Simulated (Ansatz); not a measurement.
Take Ge₂Sb₂Te₅ (space group P-3m1, No. 164; a = 4.266 Å, c = 17.619 Å) as the base.

Method: Ansatz (a quantum-chemistry and plane-wave program), r2SCAN, PAW, cutoff 500 eV, scalar-relativistic without spin-orbit coupling.

Before the change:

| Item | Result |
|---|---|
| Lattice parameter a | 4.266 Å |

Modification: cell and atoms relaxed at a pressure of 4.5 GPa.

Task: What does the calculation give for the lattice parameter a after the change?

Result: The lattice parameter a drops by 0.103 Å, from 4.266 Å to 4.163 Å.

A case with no gap was solved on a k-mesh chosen for an insulator, which is coarse for it. Load acts through the strain it causes; cell and atoms are relaxed under it. Whether these cells are dynamically stable was not tested. The final runs are not spin-polarised.
